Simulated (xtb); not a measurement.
xtb 6.7.1, GFN2-xTB: CSc1cc(F)c(-c2c(F)c(F)c(-c3ccc(SC)[se]3)c(F)c2F)s1, 34 atoms. The geometry is a generated start, not checked to be a minimum at this level.

* **method**: GFN2-xTB
* **--acc**: 1 (default)
* **--etemp (K)**: 300 (default)
* **detailed input (--input)**: none: ANC optimiser, Lindh (1995) Hessian, microcycle=20, maxdispl=1.0, hlow=0.01 (default)
* **basis functions**: 133
* **valence electrons**: 132

The structure is relaxed from this start with --opt LEVEL for the levels crude, sloppy, loose, lax, normal, tight, vtight, extreme, once each. Up to the end of the extreme run atoms move by at most 1.4 Å along an axis.

Q: What is the loosest level that ends within 1 meV of the extreme run, and how many cycles does it take?

A: normal: 74 cycles against 94, ending 0.73 meV above.

```
level    cycles  energy above the extreme run (meV)  gradient norm (eV/Å)
-------  ------  ----------------------------------  --------------------
crude        16                                 250                  0.51
sloppy       57                                 8.0                  0.21
loose        60                                 5.2                  0.12
lax          63                                 3.3                  0.11
normal       74                                0.73                 0.019
tight        79                                0.20                0.0077
vtight       94                          under 0.01                0.0027
extreme      94                                   —                0.0027
```
